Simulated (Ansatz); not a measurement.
Calculation: PBE (plane waves to 420 eV, PAW; Ansatz, a quantum-chemistry and plane-wave program).

Planar average of the electrostatic potential across the slab, in eV from the Fermi level, for a 2x2 cell of the 1x1 (100) surface of fcc Pt (the real clean face reconstructs), relaxed from a rattled start:

```tsv
z (Å)	V (eV)
5.28	5.63
5.56	5.63
5.83	5.63
6.11	5.63
6.39	5.62
6.67	5.61
6.94	5.59
7.22	5.55
7.50	5.45
7.78	5.23
8.06	4.74
8.33	3.68
8.61	1.21
8.89	-5.02
9.17	-13.26
9.44	-18.68
9.72	-18.79
10.00	-13.76
10.28	-6.52
10.56	-2.91
10.83	-7.11
11.11	-14.49
11.39	-19.28
11.67	-19.06
11.94	-13.92
12.22	-6.54
12.50	-2.77
12.78	-6.57
13.06	-13.95
13.33	-19.07
13.61	-19.27
13.89	-14.46
14.17	-7.08
14.44	-2.92
14.72	-6.56
15.00	-13.81
15.28	-18.81
15.56	-18.66
15.83	-13.21
16.11	-4.97
16.39	1.23
16.67	3.69
16.94	4.75
17.22	5.23
17.50	5.45
17.78	5.55
18.06	5.59
18.33	5.61
18.61	5.62
18.89	5.63
19.17	5.63
19.44	5.63
19.72	5.63
```

Model: 16-atom slab, 5.8 Å thick at the start (thin: gaps and levels are the slab's own), 5x5x1 mesh, Fermi-Dirac 0.1 eV, dipole correction, 8 atoms held, the rest relaxed; no spin, no spin-orbit, no U.

The vacuum level lies 5.63 eV above the Fermi level over the top face and 5.63 eV above it under the bottom face.
